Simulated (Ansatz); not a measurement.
A (8,0) carbon nanotube, relaxed period 4.267 Å, atoms relaxed at each strain.

```csv
strain,energy (meV a period),axial force (nN)
-0.015,+202.7,-10.28
+0.015,+195.9,+9.68
```

Method: PBE (plane waves to 420 eV, PAW; Ansatz, a quantum-chemistry and plane-wave program). Mesh 1×1×18. No spin polarisation. Periodic along z alone, with about 11 Å of vacuum beside it. An idealised model, rolled from the flat sheet. Symmetry and one short period hold its shape; lower forms weren't sought. Buckling under compression is shut out by symmetry and the short period. Energies are free energies at a Fermi–Dirac width of 0.05 eV, from the unstrained cell.

Mean diameter 6.37 Å.

Work out the axial stiffness dF/dε in two ways, and what it means for a modulus.

From the forces: (+9.68 − (-10.28))/0.030 = 665 nN. From the energies: (E₊ + E₋)/(ε² c) = 0.3986 eV/(0.015² × 4.267 Å) = 415.2 eV/Å = 665 nN. The two agree to within 1 %. Spread over the circumference π × 6.37 Å, the force value is a sheet stiffness of 332 N/m.
